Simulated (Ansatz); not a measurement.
Take BeS in the zinc blende structure (space group F-43m, No. 216; a = 4.796 Å) as the base. Axes: x, y, z lie along the cube axes.

All numbers come from LDA (Ansatz, a first-principles code; PAW; 420 eV plane waves; no SOC).

Base values:

* **Smallest direct gap**: 5.49 eV
* **Valence-band top at Γ**: 0.00, 0.00, 0.00 eV

Modification: biaxial strain +3.00 %, plane normal [001], relaxed out of plane (Cartesian); in-plane vectors clamped, the third vector and the atoms free.

Question: Estimate the effect on the smallest direct gap, valence-band top at Γ and out-of-plane strain.

Answer: The smallest direct gap shrinks by 0.19 eV (5.49 eV → 5.30 eV); the valence-band top at Γ (three highest levels, from the VBM) changes from 0.00, 0.00, 0.00 eV to 0.00, -0.27, -0.27 eV; the out-of-plane strain comes out as -2.54 %.

Gaps are read on the SCF mesh and a high-symmetry path. Stability against distortions was not tested.
